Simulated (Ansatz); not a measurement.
# Effect of isotropic strain +1.50 % on Mg2Sn

Start from Mg2Sn (space group Fm-3m, No. 225; a = 6.818 Å; relaxed with 0.1 eV smearing).

It is then changed as follows: every lattice vector is stretched by 1.50 %, atoms relaxed at fixed cell.

Calculations: DFT with PBE, PAW potentials and a 420 eV plane-wave cutoff in Ansatz (a program for electronic structure), no spin-orbit coupling. k-mesh 15×15×15 (Γ-centred); smearing 0.1 eV (Fermi–Dirac).

```tsv
quantity	base	changed	shift
volume per atom	26.41 Å³	27.61 Å³	+1.206 Å³
space group	Fm-3m (No. 225)	Fm-3m (No. 225)	–
shortest interatomic distance	2.952 Å	2.996 Å	+0.044 Å
energy relative to the base (free energy F)	0 meV/atom	+6.4 meV/atom	+6.4 meV/atom
pressure	0.0 GPa	-1.6 GPa	-1.6 GPa
band gap	zero	zero	–
```

Final structure:

```
Mg2Sn
1.0
    0.00000     3.45992     3.45992
    3.45992     0.00000     3.45992
    3.45992     3.45992     0.00000
Mg Sn
2 1
Direct
  0.25000   0.25000   0.25000
  0.75000   0.75000   0.75000
  0.00000   0.00000   0.00000
```

Cost of the whole job for the changed cell (relaxation, final SCF and bands): very roughly 14 core-seconds.

No phonon test of stability was made.
